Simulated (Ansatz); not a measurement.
Start from HfN in the rock salt structure (space group Fm-3m, No. 225; a = 4.548 Å).

Method: PBE (Ansatz, a program for electronic structure, PAW, no spin-orbit coupling), earlier PAW set.

Base values:

| Item | Result |
|---|---|
| Shortest interatomic distance | 2.274 Å |
| Density | 13.59 g/cm³ |

Modification: cell and atoms relaxed at a pressure of 75 GPa.

Task: Predict the new shortest interatomic distance.

Result: The shortest interatomic distance falls by 0.140 Å to 2.134 Å.

Task: Predict the new density.

Result: The density grows by 2.85 g/cm³ (13.59 g/cm³ → 16.44 g/cm³).

Load acts through the strain it causes; cell and atoms are relaxed under it. Stability against distortions was not tested. Competing high-pressure phases were not computed. The final runs are not spin-polarised. An odd electron count without spin: HfN.
